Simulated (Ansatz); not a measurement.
PBE against PBEsol: hypothetical R3c LaNbN3

Base system: LaNbN$_{3}$ (space group R3c, No. 161; a = 5.8016 Å, c = 14.0658 Å (hexagonal axes); a hypothetical phase, not in the database extracts checked).

(Cell as relaxed with PBE.)

Levels (all Ansatz, a quantum-chemistry and plane-wave program, PAW): PBE (420 eV, without spin-orbit coupling); PBEsol (420 eV, no spin-orbit coupling).

Each level relaxes its own structure.

```json
[
 {"quantity": "volume per atom", "PBE": "13.67 Å³", "PBEsol": "…"},
 {"quantity": "lattice parameter a", "PBE": "5.802 Å", "PBEsol": "…"},
 {"quantity": "lattice parameter c", "PBE": "14.066 Å", "PBEsol": "…"},
 {"quantity": "band gap", "PBE": "zero", "PBEsol": "…"}
]
```

Question: Given the PBE results, estimate those of PBEsol.

Answer: 
- volume per atom, PBEsol: 13.22 Å³
- lattice parameter a, PBEsol: 5.752 Å
- lattice parameter c, PBEsol: 13.837 Å
- band gap, PBEsol: zero

PBE's volume per atom lies 0.45 Å³ above PBEsol's (3.4 %); PBE's lattice parameter a lies 0.0494 Å above PBEsol's (0.9 %); PBE's lattice parameter c lies 0.229 Å above PBEsol's (1.7 %); the two agree on the band gap. Neither level is exact; PBEsol is the comparison here, not a measurement.

Stability against distortions was not tested. All final runs are without spin polarisation.
